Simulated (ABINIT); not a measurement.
Worked example: self-consistent single point of KTeOF₃ (P2_1, 12 atoms in the cell) in ABINIT.

Method of the run: PBEsol, norm-conserving pseudopotentials (PseudoDojo nc-sr-04 PBEsol standard) (plane waves; ABINIT 10.0.3).

```
CELL_PARAMETERS angstrom
      5.47863     0.00000     0.00000
      0.00000     5.88834     0.00000
     -2.54948     0.00000     7.73527
ATOMIC_POSITIONS crystal
  K  0.67726 0.59839 0.30891
  K  0.32274 0.09839 0.69109
  Te 0.14080 0.11786 0.20625
  Te 0.85920 0.61786 0.79375
  O  0.41321 0.21199 0.38391
  O  0.58679 0.71199 0.61609
  F  0.34357 0.15182 0.03706
  F  0.65643 0.65182 0.96294
  F  0.79158 0.29326 0.81452
  F  0.20842 0.79326 0.18548
  F  0.04037 0.49369 0.62700
  F  0.95963 0.99369 0.37300
```

Reference input (self-consistent single point, DFT, PBEsol, plane waves, norm-conserving pseudopotentials (PseudoDojo nc-sr-04 PBEsol standard)): pseudos = [K.upf, Te.upf, O.upf, F.upf]; ecut = 84 Ry; occopt = 3; tsmear = 0.00183747 Ha; ngkpt = 3 3 2; nshiftk = 1; shiftk = 0.5 0.5 0.5; potentials = PseudoDojo nc-sr-04 PBEsol standard; nband = 65; kptopt = 1; nstep = 80; toldfe = 1e-09 Ha. This run's input differs from it in these lines:

```diff
@@ -25,3 +25,3 @@
          8.1381058862   11.0571363506    5.4523466158
-ecut 84 Ry
+ecut 34 Ry
 occopt 3
```

Log, with long lists cut:

```
--- !BeginCycle
solver: {iscf: 7, nstep: 80, nline: 4, wfoptalg: 0, }
tolerances: {toldfe: 1.00E-09, }
...

     iter   Etot(hartree)      deltaE(h)  residm     vres2
 ETOT  1  -442.30774600354    -4.423E+02 2.361E-01 2.184E+03
 ETOT  2  -443.33732046702    -1.030E+00 9.818E-03 7.955E+02
 ETOT  3  -443.41964866294    -8.233E-02 7.208E-03 9.107E+02
 ETOT  4  -443.74936141845    -3.297E-01 3.380E-03 1.217E+01
 ETOT  5  -443.75199992329    -2.639E-03 1.025E-03 2.464E+01
   [... 6 lines left out ...]
 ETOT 12  -443.75612021145    -7.583E-08 1.289E-04 3.785E-05
 ETOT 13  -443.75612021365    -2.203E-09 1.490E-04 7.501E-06
 ETOT 14  -443.75612021422    -5.698E-10 6.914E-05 3.150E-06
 ETOT 15  -443.75612021391     3.084E-10 7.869E-05 1.761E-06
 At SCF step   15, etot is converged :
  for the second time, diff in etot=  3.084E-10 < toldfe=  1.000E-09

 Cartesian components of stress tensor (hartree/bohr^3)
  sigma(1 1)=  1.07121678E-02  sigma(3 2)=  0.00000000E+00
  sigma(2 2)=  1.06843711E-02  sigma(3 1)=  5.53392948E-05
  sigma(3 3)=  1.07660361E-02  sigma(2 1)=  0.00000000E+00

 ----iterations are completed or convergence reached----

 reduced coordinates (array xred) for   12 atoms
       0.677259997041      0.598389999571      0.308909998648
       0.322739998591      0.098389999571      0.691089996977
       0.140799999387      0.117859999485      0.206249999096
       0.859199996246      0.617859999485      0.793749996529
       0.413209998197      0.211989999075      0.383909998320
       0.586789997435      0.711989999075      0.616089997304
   [... lines left out ...]
 Fermi (or HOMO) energy (hartree) =   0.07163   Average Vxc (hartree)=  -0.30309
 Fermi (or HOMO) energy (eV) =   1.94920   Average Vxc (eV)=  -8.24753
   [... lines left out ...]
total_energy        : -4.43756120213914E+02
total_energy_eV     : -1.20752181273651E+04
band_energy         : -5.58883835330710E+01
...

-Cartesian components of stress tensor (GPa)         [Pressure= -3.1542E+02 GPa]
- sigma(1 1)=  3.15162806E+02  sigma(3 2)=  0.00000000E+00
- sigma(2 2)=  3.14344999E+02  sigma(3 1)=  1.62813799E+00
- sigma(3 3)=  3.16747665E+02  sigma(2 1)=  0.00000000E+00

 Calculation completed.
```

The run converged in 15 iterations. Against the reference run the free energy goes up by 13.6 eV/atom, the pressure goes from -1.69 to -315.4 GPa, the largest force goes from 0.693 to 0.983 eV/Å and the gap on the mesh goes from 4.043 to 4.027 eV.

The starting cell comes from a database of computed structures (which also holds hypothetical and non-ambient phases and stackings), without a prior relaxation at this level. Spin-orbit coupling is off. At the lowered cutoff the pressure carries the error of an incomplete plane-wave basis. The shifted mesh does not hold Γ, so a gap read on it misses any band edge there.

Cost on one core of a shared machine: roughly 7 min.
